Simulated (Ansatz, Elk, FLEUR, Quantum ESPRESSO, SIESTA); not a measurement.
**One structure in several programs: LuAlSi (Cmcm, 6 atoms in the cell)**

Self-consistent single point, at a second geometry (lattice scaled by 0.98). First geometry:

```xyz
6
Lattice="1.9553 -4.9702 0.0000 1.9553 4.9702 0.0000 0.0000 0.0000 5.5369" Properties=species:S:1:pos:R:3 pbc="T T T"
Lu     1.9553    -1.9425     4.1527
Lu     1.9553     1.9425     1.3842
Al     0.0000     0.0000     2.7685
Al     0.0000     0.0000     0.0000
Si     1.9553     1.0055     4.1527
Si     1.9553    -1.0055     1.3842
```

Shared settings, as Ansatz (a program for electronic structure) writes them: kpoints.mp_grid.grid = 7 7 5; scf.occupations.method = fermi_dirac; scf.occupations.width = 0.0073 Ry. Potentials and cutoffs stand in the table.

```csv
code,model,ΔF from the first geometry (meV/atom),pressure (GPa),largest force (eV/Å),cutoff
Elk,"PBEsol, all-electron FP-LAPW, Elk's shipped species files, default APW+lo basis",30.5,–,–,default
SIESTA,"GGA PBEsol, numerical atomic orbitals DZP, PseudoDojo PBEsol standard norm-conserving potentials (rewritten from UPF to PSML)",16.9,6.25,0.239,grid 400 Ry
Ansatz,"PBEsol, PAW files made with PBE",26.1,7.60,0.149,default
Quantum ESPRESSO,"PBEsol, PSlibrary ultrasoft (PBE) pseudopotentials",30.9,8.43,0.143,50 Ry
FLEUR,"PBEsol, all-electron FLAPW (FLEUR), scalar-relativistic valence",26.4,–,–,Kmax 3.8 1/bohr
```

Size of the force on each atom (eV/Å): Sizes of forces hide their directions.

| code | Lu1 | Lu2 | Al3 | Al4 | Si5 | Si6 |
|---|---|---|---|---|---|---|
| SIESTA | 0.064 | 0.064 | 0.000 | 0.000 | 0.239 | 0.239 |
| Ansatz | 0.103 | 0.103 | 0.000 | 0.000 | 0.149 | 0.149 |
| Quantum ESPRESSO | 0.113 | 0.113 | 0.000 | 0.000 | 0.143 | 0.143 |

A dash marks a value that a program does not give, or that is left out as unsure.

On Ansatz's run: spin-orbit coupling is off.

The spread over the programs that give each value: ΔF from the first geometry within 14.0 meV/atom; pressure within 2.18 GPa; largest force within 0.096 eV/Å.

SIESTA uses small atom-centred bases, whose incompleteness enters pressures, forces and empty levels differently from a plane-wave cutoff. Elk and FLEUR treat all electrons, but the usual bases taken here (sphere radii, linearisation, local orbitals, empty states) were not tested for convergence, so the values are no reference for the others. Ansatz's pressure is given at a fixed set of plane waves, as the other plane-wave codes print theirs; with its correction for the finite basis it is 7.65 GPa. In the pressure, SIESTA (by 1.76) lies more than 1 GPa from the median of the plane-wave programs.

The starting cell comes from a database of computed structures (which also holds hypothetical and non-ambient phases and stackings), without a prior relaxation at this level. Its lattice was rescaled by a random factor within 2.5 % of one. For this run, on top of that: lattice scaled by 0.98.

Left out of this page: CP2K (unsound by tests on forces, stress, charge or solver warnings).

Keys are those of Ansatz 0.2.
